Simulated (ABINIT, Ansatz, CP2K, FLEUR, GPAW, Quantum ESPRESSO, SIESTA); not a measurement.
HfO₂ (P4_2/nmc, 6 atoms in the cell) computed with different codes at matched settings

Self-consistent single point, at a second geometry (lattice scaled by 0.98). First geometry:

```
HfO2
1.0
    3.52493     0.00000     0.00000
    0.00000     3.52493     0.00000
    0.00000     0.00000     5.12376
Hf O
2 4
Cartesian
  1.76246   1.76246   2.56188
  0.00000   0.00000   0.00000
  0.00000   1.76246   3.57234
  0.00000   1.76246   1.01046
  1.76246   0.00000   4.11330
  1.76246   0.00000   1.55142
```

Shared settings, as Ansatz (a first-principles code) writes them: kpoints.mp_grid.grid = 8 8 5; scf.occupations.method = fermi_dirac; scf.occupations.width = 0.01 eV. Potentials and cutoffs stand in the table.

```
code                                                                                                                                model  ΔF from the first geometry (meV/atom)  pressure (GPa)  largest force (eV/Å)  gap on the mesh (eV)           cutoff
----------------  -----------------------------------------------------------------------------------------------------------------------  -------------------------------------  --------------  --------------------  --------------------  ---------------
Quantum ESPRESSO                                                                           PBE, GBRV 1.5 ultrasoft (PBE) pseudopotentials                                  104.2           37.26                 0.727                 5.073            40 Ry
GPAW                                                                                         PBE, GPAW PAW datasets PBE (gpaw-data 1.0.1)                                  115.7               –                 0.883                 5.000           950 eV
Ansatz                                                                                                             PBE, default PAW files                                  110.6           38.70                 0.699                 5.043          default
FLEUR                                                                        PBE, all-electron FLAPW (FLEUR), scalar-relativistic valence                                  108.1               –                 0.628                 5.092  Kmax 4.6 1/bohr
ABINIT                                                           PBE, norm-conserving pseudopotentials (PseudoDojo nc-sr-05 PBE standard)                                   98.1           35.98                 0.609                 5.098            42 Ha
SIESTA            GGA PBE, numerical atomic orbitals DZP, PseudoDojo PBE standard norm-conserving potentials (rewritten from UPF to PSML)                                  119.6           42.67                 0.974                 4.819      grid 400 Ry
CP2K                                                              PBE, GPW, DZVP-MOLOPT-SR-GTH basis, GTH-PBE potentials (GTH_POTENTIALS)                                   75.1           29.58                 0.430                 5.055      grid 500 Ry
```

For Quantum ESPRESSO (by 0.6 GPa) and Ansatz (by 0.8 GPa) the energy change implies a higher mean pressure, against the two pressures, than for the other programs: a sign of finite-basis (Pulay) stress.

A dash marks a value that a program does not give, or that is left out as unsure.

Gaps are read on the mesh.

On Ansatz's run: spin-orbit coupling is off.

The spread over the programs that give each value: ΔF from the first geometry within 44.5 meV/atom; pressure within 13.09 GPa; largest force within 0.544 eV/Å; gap on the mesh within 0.279 eV.

SIESTA and CP2K use small atom-centred bases, whose incompleteness enters pressures, forces and empty levels differently from a plane-wave cutoff. FLEUR treats all electrons, but the usual bases taken here (sphere radii, linearisation, local orbitals, empty states) were not tested for convergence, so the values are no reference for the others. Ansatz's pressure is given at a fixed set of plane waves, as the other plane-wave codes print theirs; with its correction for the finite basis it is 39.55 GPa (the shift of 0.85 GPa shows how far the cutoff is from converged). The pressure of GPAW is left out: its cutoff lies under the one at which its stress was checked. In the gap, SIESTA (by 0.239) lies more than 0.12 eV from the median of the plane-wave programs. In the force vectors, GPAW (by 0.170), FLEUR (by 0.085), ABINIT (by 0.105), SIESTA (by 0.261) and CP2K (by 0.284) lie more than 0.08 eV/Å from the median of the plane-wave programs.

The starting cell comes from a database of computed structures (which also holds hypothetical and non-ambient phases and stackings), without a prior relaxation at this level. Its lattice was rescaled by a random factor within 2.5 % of one. For this run, on top of that: lattice scaled by 0.98.

Keys are those of Ansatz 0.2.
